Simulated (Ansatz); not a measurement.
Input and output of a self-consistent single point for BeS (F-43m, 2 atoms in the cell) (Ansatz, a quantum-chemistry and plane-wave program).

Method of the run: PBE, harder PAW files (source: ansatz) (plane waves; Ansatz).

The change in words: lattice scaled by 0.98; basis.ecutwfc: 420 eV → 1440 eV; hamiltonian.pseudopotentials: {kind: paw} (the program's default PAW files) → {kind: paw, source: ansatz}. Reference geometry:
```xyz
2
Lattice="0.0000 2.4277 2.4277 2.4277 0.0000 2.4277 2.4277 2.4277 0.0000" Properties=species:S:1:pos:R:3 pbc="T T T"
Be     0.0000     0.0000     0.0000
S      1.2138     1.2138     1.2138
```

Reference input (self-consistent single point, DFT, PBE, plane waves, default PAW files): basis.ecutwfc = 420 eV; kpoints.mp_grid.grid = 9 9 9; hamiltonian.xc = pbe; hamiltonian.pseudopotentials = {kind: paw} (the program's default PAW files); scf.occupations.method = fermi_dirac; scf.occupations.width = 0.01 eV. This run's input differs from it in these lines:

Ansatz 0.2 input:
```diff
@@ -2,5 +2,5 @@
   lattice:
-    - [0.000000, 2.427695, 2.427695]
-    - [2.427695, 0.000000, 2.427695]
-    - [2.427695, 2.427695, 0.000000]
+    - [0.000000, 2.379141, 2.379141]
+    - [2.379141, 0.000000, 2.379141]
+    - [2.379141, 2.379141, 0.000000]
   atoms:
@@ -9,3 +9,3 @@
 basis:
-  ecutwfc: 420.0
+  ecutwfc: 1440.0
 kpoints:
@@ -14,3 +14,3 @@
   xc: pbe
-  pseudopotentials: { kind: paw }
+  pseudopotentials: { kind: paw, source: ansatz }
 scf:
```

The program printed (abridged):

```
SCF iter   1: F=—  HF=-1306.318945 eV  |F-HF|=—  |Δ(HF+E_count)|=         —  Δρ=5.37e-2  dr2=7.60e-1  ethr=3.10e-3  ⟨swp⟩=6.7  Hψ=3062  notcnv=0
all-band conjugate gradients solve this SCF's bands
preconditioner: auto → none
SCF iter   2: F=—  HF=-1306.088687 eV  |F-HF|=—  |Δ(HF+E_count)|=   2.30e-1  Δρ=2.17e-2  dr2=1.09e-1  ethr=3.10e-3  ⟨swp⟩=2.9  Hψ=783  notcnv=0
SCF iter   3: F=—  HF=-1306.064971 eV  |F-HF|=—  |Δ(HF+E_count)|=   2.37e-2  Δρ=2.69e-3  dr2=1.01e-3  ethr=1.09e-3  ⟨swp⟩=3.4  Hψ=621  notcnv=0
SCF iter   4: F=—  HF=-1306.065370 eV  |F-HF|=—  |Δ(HF+E_count)|=   3.99e-4  Δρ=7.60e-4  dr2=1.40e-4  ethr=1.01e-5  ⟨swp⟩=3.1  Hψ=639  notcnv=0
SCF iter   5: F=—  HF=-1306.065403 eV  |F-HF|=—  |Δ(HF+E_count)|=   3.32e-5  Δρ=7.33e-5  dr2=7.87e-7  ethr=1.40e-6  ⟨swp⟩=2.0  Hψ=585  notcnv=0
SCF iter   6: F=—  HF=-1306.065421 eV  |F-HF|=—  |Δ(HF+E_count)|=   1.74e-5  Δρ=9.84e-6  dr2=1.46e-8  ethr=1.00e-9  ⟨swp⟩=6.9  Hψ=1788  notcnv=0
SCF iter   7: F=-1306.065421 eV  HF=-1306.065421 eV  |F-HF|=2.90e-10  |Δ(HF+E_count)|=   1.95e-8  Δρ=9.47e-7  dr2=1.65e-10  ethr=1.46e-10  ⟨swp⟩=2.2  Hψ=1092  notcnv=0
SCF 1 converged in 7 iterations: F = -1306.065421 eV  dr2 = 1.65e-10
Free energy (F): -1306.065421 eV
Internal energy: -1306.065421 eV  (E = F + TS)
E sigma→0 (E₀):  -1306.065421 eV
Fermi energy:    7.815871 eV
--- Forces (eV/Å), atoms counted from 1 ---
  atom   1  Be     0.00000000    -0.00000000    -0.00000000
  atom   2  S      0.00000000    -0.00000000    -0.00000000
--- Stress (GPa, compression-positive) ---
        7.808423       0.000000      -0.000000
        0.000000       7.808423       0.000000
       -0.000000       0.000000       7.808423
  P = ⅓ Tr σ = 7.8084 GPa (78.084 kbar)
  The stress holds the Pulay correction. Without it, at fixed plane waves, as pw.x and ABINIT print it: P = 7.8081 GPa
```

The run converged in 7 iterations. Against the reference run the pressure goes from 1.22 to 7.81 GPa and the gap on the mesh goes from 3.210 to 3.074 eV.

The starting cell has typed, rounded lattice constants, without a prior relaxation at this level. Its lattice was rescaled by up to half a per cent. For this run, on top of that: lattice scaled by 0.98. Ansatz's pressure includes its estimate of the finite-basis (Pulay) stress.
